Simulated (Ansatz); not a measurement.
H on the 1x1 (110) surface of zinc-blende GaAs (cut with top plane As + Ga), one in a 1x1 cell, energies for each (23.3 Å²). Energies are against ½ H2(g), without zero-point or thermal terms; each row is named by its start.

Host crystal: zinc-blende GaAs, with a band gap (PBE, scalar-relativistic without spin-orbit coupling).

The numbers are results of PBE (plane waves to 420 eV, PAW; Ansatz, a first-principles code), not measurements.

Slab: 11 atoms, 8.6 Å thick at the start under the adsorbate (thin: gaps and levels are the slab's own); k 6x4x1, smearing 0.01 eV, dipole-corrected; 4 atoms held, the rest relaxed; each run with such symmetry as its start has; spin-polarised, no spin-orbit, no U, no dispersion correction.

A negative adsorption energy means that the adsorbate is more stable on the surface than in its reference. Starts that drift may end in the same place. Heights count from the host atoms within 0.3 Å of the top one. Moments of ungapped slabs depend on the mesh.

```tsv
starting site	E_ads (eV)	height (Å)	nearest host atom (Å)	bonded to	change of the vacuum step (eV)	lateral drift (Å)	moment (μB)
top As	0.91	0.40	As 1.53	As	-0.34	1.4	0.0
top Ga	0.66	1.38	Ga 1.56	Ga	0.43	1.4	1.0
hollow As-As-Ga-Ga	0.60	1.08	As 1.53	As	-0.42	2.1	0.9
hollow beside As (the adsorbate rearranged the host)	1.04	-0.13	As 1.55	As	-0.13	0.1	0.0
bridge As-Ga (span 5.0 Å)	0.60	1.08	As 1.53	As	-0.42	1.9	0.9
```
